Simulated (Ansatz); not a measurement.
Start from Li2O2 (space group P6_3/mmc, No. 194; a = 3.123 Å, c = 7.565 Å; with O–O pairs, as in a peroxide).

The values are results of PBEsol (Ansatz, a quantum-chemistry and plane-wave program), no spin-orbit coupling, not measurements.

For the base:

The shortest interatomic distance comes out as 152.3 pm. The smallest direct gap comes out as 2.21 eV.

The change: a negative pressure, −2 GPa.

Task: How does this affect the shortest interatomic distance and smallest direct gap?

Result: The shortest interatomic distance goes up by 0.2 pm (152.3 pm → 152.5 pm); the smallest direct gap falls by 0.04 eV (2.21 eV → 2.17 eV).

Load acts through the strain it causes; cell and atoms are relaxed under it. Whether these cells are dynamically stable was not tested.
